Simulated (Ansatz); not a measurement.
# A computed series for hypothetical Pm-3n InP: pressure series

Start from InP (space group Pm-3n, No. 223; a = 7.334 Å; a hypothetical phase, not in the database extracts checked).

Cell and atoms are relaxed at each pressure.

Calculations: PBE (Ansatz, a first-principles code; PAW; 420 eV plane waves; no spin-orbit coupling).

| case | electron mass | band gap | volume per atom |
|---|---|---|---|
| base | 0.045 mₑ (at Γ) | 0.50 eV | 32.88 Å³ |
| pressure −2 GPa | – | 0.22 eV | 34.54 Å³ |
| pressure −1 GPa | 0.034 mₑ (at Γ) | 0.37 eV | 33.65 Å³ |
| pressure 0.3 GPa | 0.048 mₑ (at Γ) | 0.54 eV | … |
| pressure 0.7 GPa | 0.052 mₑ (at Γ) | 0.58 eV | 32.40 Å³ |
| pressure 1.5 GPa | 0.059 mₑ (at Γ) | 0.67 eV | 31.90 Å³ |
| pressure 3 GPa | 0.071 mₑ (at Γ) | 0.82 eV | 31.06 Å³ |
| pressure 5 GPa | … | 0.98 eV | 30.10 Å³ |
| pressure 7.5 GPa | 0.10 mₑ (at Γ) | … | 29.09 Å³ |
| pressure 10 GPa | 0.87 mₑ along k, 0.33 mₑ across (off the special points) | 1.21 eV | … |

Question: What belongs in the blanks?

Answer: 
- pressure 0.3 GPa, volume per atom: 32.67 Å³
- pressure 5 GPa, electron mass: 0.086 mₑ (at Γ)
- pressure 7.5 GPa, band gap: 1.16 eV
- pressure 10 GPa, volume per atom: 28.23 Å³

Load acts through the strain it causes; cell and atoms are relaxed under it. Masses are band curvatures over ±0.01 Å⁻¹ around the edge. Along k means along the line from Γ to the band edge. No phonon test of stability was made. Competing high-pressure phases were not computed. The zero or small gap of InP under pressure −2 GPa can change with the level of theory.
